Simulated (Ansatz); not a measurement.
Abridged Ansatz (a program for electronic structure) output:

```
Pseudopotential: Cs, paw, valence charge 9
Crystal: 1 atoms, lattice volume = 116.700 Å³
Basis set: ecut = 420 eV, 2243 PW (Γ), exchange–correlation on 72×72×72 points (8 copies of the dense FFT grid, shifted against one another)
Bands: 9, of which v1, the nominal top of the filled ones, is band 5 counted from 1 (4 counted from 0)
Symmetry: 48 space group operations
k-points: 56 of 1331
Functional: x = pbe(κ = 0.804, μ = 0.2195149727645171), c = pbe(β = 0.06672455060314922)
SCF iter   1: F=—  HF=-5670.769788 eV  |F-HF|=—  |Δ(HF+E_count)|=         —  Δρ=2.47e-4  dr2=4.32e-5  ethr=1.77e-3  ⟨swp⟩=6.0  Hψ=4280  notcnv=0
SCF iter   2: F=—  HF=-5670.770120 eV  |F-HF|=—  |Δ(HF+E_count)|=   3.31e-4  Δρ=1.47e-4  dr2=3.14e-5  ethr=4.80e-7  ⟨swp⟩=3.6  Hψ=1441  notcnv=0
SCF 1 converged in 7 iterations: F = -5670.770152 eV  dr2 = 6.92e-12
SCF converged after 7 iterations
Free energy (F): -5670.770152 eV
Internal energy: -5670.760643 eV  (E = F + TS)
E sigma→0 (E₀):  -5670.765398 eV
Entropy (-TS):   -0.009509 eV (-9.509 meV/atom)
Fermi energy:    2.173910 eV
--- Forces (eV/Å), atoms counted from 1 ---
  atom   1  Cs     0.00000000    -0.00000000     0.00000000
--- Stress (GPa, compression-positive) ---
       -0.000534      -0.000000      -0.000000
        0.000000      -0.000534       0.000000
        0.000000       0.000000      -0.000534
  P = ⅓ Tr σ = -0.0005 GPa (-0.005 kbar)
```

Task: What was computed, and what are the main results?

Result: Cs, 1 atom in the cell, with Ansatz, PBE, PAW, cutoff 420 eV, no spin-orbit coupling. The last SCF converged to F = -5670.770152 eV, or -5670.7702 eV per atom, at a pressure of 0.00 GPa. The total energy compares only with runs of the same code, potentials and settings.

Whether these cells are dynamically stable was not tested. All final runs are without spin polarisation. The cell is Cs in the bcc (W type) structure (space group Im-3m, No. 229).
